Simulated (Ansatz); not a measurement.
System: fluorite PtAl2. Method: HSE06 (Ansatz, an electronic-structure program, plane waves, PAW).

Settings: plane-wave cutoff 460 eV, 8×8×8 k mesh, Fermi–Dirac smearing 0.05 eV, scalar-relativistic PAW data made under PBE.

Pressure at four volumes; x = ln(V/17.172 Å³). One pressure is withheld.

| V (Å³/atom) | x | P (GPa) |
|---|---|---|
| 16.296 | -0.0524 | ? |
| 16.725 | -0.0264 | 3.75 |
| 17.172 | 0.0000 | -0.14 |
| 18.011 | 0.0477 | -6.11 |

Q: Pass a parabola P(x) through the three rows shown, estimate the bulk modulus and its pressure derivative near zero pressure, and predict the withheld pressure.

A: Slopes between the rows: (-0.14 − (3.75))/(0.0000 − (-0.0264)) = -147.35 and (-6.11 − (-0.14))/(0.0477 − (0.0000)) = -125.16 GPa. Their difference over the span 0.0741 is c = 22.19/0.0741 = 299.5 GPa, so P(x) = 3.75 + (-147.35)(x − (-0.0264)) + 299.5 (x − (-0.0264))(x − (0.0000)). At the middle row B = −dP/dx = −[-147.35 + 299.5 × 0.0264] = 139.4 GPa, and B′ = dB/dP = 2c/B = 4.3. At x = -0.0524 the parabola gives 7.99 GPa; the run gives 8.04 GPa. The Birch–Murnaghan fit to the energies at all volumes has B0 = 140 GPa and B′ = 4.4.

Spin–orbit coupling is not included.
